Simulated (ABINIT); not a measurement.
A self-consistent single point of Si₂W (I4/mmm, 3 atoms in the cell) with ABINIT.

Level of theory: PBE, norm-conserving pseudopotentials (PseudoDojo nc-sr-05 PBE standard) (plane waves; ABINIT).

The change in words: lattice scaled by 0.98. Reference geometry:
```yaml
crystal:
  lattice:
    - [-1.60736, 1.60736, 3.90103]
    - [1.60736, -1.60736, 3.90103]
    - [1.60736, 1.60736, -3.90103]
  atoms:
    - { symbol: Si, position: [0.33499, 0.33499, 0.00000] }
    - { symbol: Si, position: [0.66501, 0.66501, 0.00000] }
    - { symbol: W, position: [0.00000, 0.00000, 0.00000] }
```

Reference input (self-consistent single point, DFT, PBE, plane waves, norm-conserving pseudopotentials (PseudoDojo nc-sr-05 PBE standard)): pseudos = [Si.upf, W.upf]; ecut = 74 Ry; occopt = 3; tsmear = 0.05 eV; ngkpt = 12 12 12; nshiftk = 1; shiftk = 0 0 0; potentials = PseudoDojo nc-sr-05 PBE standard; nband = 16; kptopt = 1; nstep = 50; tolvrs = 1e-12. This run's input differs from it in these lines:

```diff
@@ -3,7 +3,7 @@
 pseudos "Si.upf, W.upf"
-acell 8.5321248679 8.5321248679 8.5321248679
+acell 8.3614821211 8.3614821211 8.3614821211
 rprim
-        -0.3560050608    0.3560050608    0.8640143479
-         0.3560050608   -0.3560050608    0.8640143479
-         0.3560050608    0.3560050608   -0.8640143479
+        -0.3560051392    0.3560051392    0.8640142833
+         0.3560051392   -0.3560051392    0.8640142833
+         0.3560051392    0.3560051392   -0.8640142833
 natom 3
@@ -13,4 +13,4 @@
 xcart
-        -0.0000000000    0.0000000000    2.6136120794
-        -0.0000000000    0.0000000000    5.1884479206
+        -0.0000000000    0.0000000000    2.5613395698
+        -0.0000000000    0.0000000000    5.0846784302
          0.0000000000    0.0000000000    0.0000000000
```

Log, with long lists cut:

```
--- !BeginCycle
solver: {iscf: 7, nstep: 50, nline: 4, wfoptalg: 0, }
tolerances: {tolvrs: 1.00E-12, }
...

     iter   Etot(hartree)      deltaE(h)  residm     vres2
 ETOT  1  -84.308975051055    -8.431E+01 1.235E-01 2.759E+01
 ETOT  2  -84.342837193212    -3.386E-02 1.217E-01 3.718E+01
 ETOT  3  -84.345684231196    -2.847E-03 1.464E-02 8.502E-01
 ETOT  4  -84.345750881670    -6.665E-05 1.193E-02 2.030E-03
 ETOT  5  -84.345751115349    -2.337E-07 8.333E-03 1.532E-04
 ETOT  6  -84.345751127822    -1.247E-08 5.024E-03 2.065E-06
 ETOT  7  -84.345751128036    -2.143E-10 4.166E-03 3.593E-08
 ETOT  8  -84.345751128037    -8.384E-13 1.963E-03 1.105E-09
 ETOT  9  -84.345751128037     3.411E-13 1.134E-03 8.312E-12
 ETOT 10  -84.345751128038    -1.165E-12 6.979E-04 1.142E-14
 At SCF step   10       vres2   =  1.14E-14 < tolvrs=  1.00E-12 =>converged.

 Cartesian components of stress tensor (hartree/bohr^3)
  sigma(1 1)= -6.46800169E-04  sigma(3 2)=  0.00000000E+00
  sigma(2 2)= -6.46800169E-04  sigma(3 1)=  0.00000000E+00
  sigma(3 3)= -8.11410135E-04  sigma(2 1)=  0.00000000E+00

 ----iterations are completed or convergence reached----

 reduced coordinates (array xred) for    3 atoms
       0.334989999281      0.334989999281      0.000000000000
       0.665010000719      0.665010000719      0.000000000000
       0.000000000000      0.000000000000      0.000000000000
 cartesian forces (eV/Angstrom) at end:
    1     -0.00000000000000    -0.00000000000000    -0.31818271105133
    2      0.00000000000000    -0.00000000000000     0.31818271105133
   [... lines left out ...]
 Fermi (or HOMO) energy (eV) =  14.75157   Average Vxc (eV)= -12.88511
   [... lines left out ...]
total_energy        : -8.43457511280381E+01
total_energy_eV     : -2.29516461090507E+03
band_energy         : -4.68380477246665E+00
...

-Cartesian components of stress tensor (GPa)         [Pressure=  2.0644E+01 GPa]
- sigma(1 1)= -1.90295147E+01  sigma(3 2)=  0.00000000E+00
- sigma(2 2)= -1.90295147E+01  sigma(3 1)=  0.00000000E+00
- sigma(3 3)= -2.38725064E+01  sigma(2 1)=  0.00000000E+00

 Calculation completed.
```

The run converged in 10 iterations. Against the reference run the free energy goes up by 59.3 meV/atom, the pressure goes from 4.17 to 20.64 GPa and the largest force goes from 0.134 to 0.318 eV/Å.

The starting cell comes from a database of computed structures (which also holds hypothetical and non-ambient phases and stackings), without a prior relaxation at this level. For this run, on top of that: lattice scaled by 0.98. Spin polarisation is off. With a pressure of about 21 GPa the cell is away from its equilibrium volume at this level.

Cost on one core of a shared machine: roughly 5 min.
